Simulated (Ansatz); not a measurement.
The starting structures come from a database of crystals and need not be the phases stable at ambient conditions.

```
BN
1.0
    2.50612     0.00000     0.00000
    0.00000     9.88538     0.00000
    1.25306     3.29513     0.72346
B N
1 1
Cartesian
  1.25306   3.29812   0.72346
  0.00000   6.59617   0.00000
```

The cell was relaxed by PBE-D3(BJ); by r2SCAN it stands under a pressure of -1.3 GPa.

Transport runs along the normal of the first two printed cell vectors, the (100) plane of the conventional cell.

The gap is the functional's own, uncorrected, and κ follows it; spin-orbit coupling is left out. Mid-gap means the computed energy nearest the middle.

Problem. State the band gap and the smallest decay constant κ at mid-gap according to Ansatz (a program for electronic structure) with r2SCAN.

Solution. Gap 4.68 eV on a 40×40×40 mesh; κ = 0.306 1/Å, at the zone centre.
